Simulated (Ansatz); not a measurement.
Cost and result by functional for the surface energy of the (321) surface of fcc Pb in its 1x1 cell, outermost plane spacing 0.67 Å in the ideal cut, in Ansatz (plane waves, PAW). Single points on the PBE structure, on one kind of machine; costs are rough ratios of the slab run's core time (references not counted) to the cheapest single point. r2SCAN's cost holds its higher cutoff (500 against 420 eV). Differences are taken against r2SCAN for comparison alone: no measured value is at hand, so the table doesn't rank accuracy.

Model: 16-atom slab, 10.1 Å thick at the start (thin: gaps and levels are the slab's own), 7x5x1 mesh, Fermi-Dirac 0.1 eV, dipole correction, all atoms relaxed; start symmetry kept, larger cells not searched; no spin, no spin-orbit, no U. These notes are the PBE run's.

```json
[
 {"functional": "LDA", "relative cost": "1", "surface energy (J/m²)": "0.48", "less r2SCAN (J/m²)": "0.14"},
 {"functional": "PBEsol", "relative cost": "1", "surface energy (J/m²)": "0.43", "less r2SCAN (J/m²)": "0.09"},
 {"functional": "RPBE", "relative cost": "1", "surface energy (J/m²)": "0.23", "less r2SCAN (J/m²)": "-0.12"},
 {"functional": "r2SCAN", "relative cost": "2", "surface energy (J/m²)": "0.35", "less r2SCAN (J/m²)": "0.00"},
 {"functional": "PBE (the relaxed run's value)", "relative cost": "–", "surface energy (J/m²)": "0.32", "less r2SCAN (J/m²)": "-0.02"}
]
```

The values span 0.26 J/m², while the single points' costs differ by a factor of roughly 2. Differences are of unrounded values.

Ansatz is a program for electronic structure.
